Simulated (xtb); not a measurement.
xtb 6.7.1, GFN2-xTB: Ca(Br)(OMe)(tmeda) (C[O][Ca]1([Br])<-[N](C)(C)CC[N]->1(C)C), 31 atoms. The geometry is a generated start, not checked to be a minimum at this level.

```
Item                       Value
-----------------  -------------
run flags                 --grad
method                  GFN2-xTB
--acc                1 (default)
--etemp (K)        300 (default)
basis functions               79
valence electrons             72
```

One run each on 1 thread. Values of broydamp tried: 0.02, 0.05, 0.1, 0.2, 0.4 (default), 0.6, 0.8, 1.

Question: Which value of broydamp needs the fewest SCC iterations, and what happens away from it?

Answer: Fewest SCC iterations, within one of each other: 0.2 with 18, 0.4 (default) with 17, 0.6 with 17, 0.8 with 17, 1 with 17. The count rises to 27 at 0.02. All converge to one solution.

```csv
broydamp,SCC iterations,end
0.02,27,same solution
0.05,25,same solution
0.1,21,same solution
0.2,18,same solution
0.4 (default),17,same solution
0.6,17,same solution
0.8,17,same solution
1,17,same solution
```
